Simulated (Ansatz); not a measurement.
Start from a 14-atom supercell of CsBr in the CsCl type structure (space group Pm-3m, No. 221; a = 4.389 Å) at its relaxed geometry.

Level of theory: Ansatz (a program for electronic structure), PBE, PAW, cutoff 420 eV, spin-orbit coupling left out.

One neutral defect a cell, atoms relaxed at fixed cell.

One change was made to it. Results:

The largest displacement of a host atom from its site in the perfect cell comes out as 0.04 Å; the pressure is nearly the same (0.0 GPa against 0.1 GPa).

Problem. Which change produced these results?
(A) Br interstitial (started 2.34 Å from the nearest host atom), symmetric start
(B) Br interstitial (started 2.45 Å from the nearest host atom)
(C) Br vacancy

Solution. C, Br vacancy. For comparison, the largest displacement of a host atom from its site in the perfect cell in the other runs: Br interstitial (started 2.45 Å from the nearest host atom) gives 0.82 Å; Br interstitial (started 2.34 Å from the nearest host atom), symmetric start gives 0.91 Å.

The magnetic state is the one reached from the starting moments; the real material's order can differ, and small cells can't hold many antiferromagnetic ones. In so small a cell the defect repeats every few ångströms: this is an ordered compound, not a dilute defect. A case with no gap was solved on a k-mesh chosen for an insulator, which is coarse for it. Defects with a symmetric start kept the site's symmetry and may sit on a saddle; the others started slightly shaken.
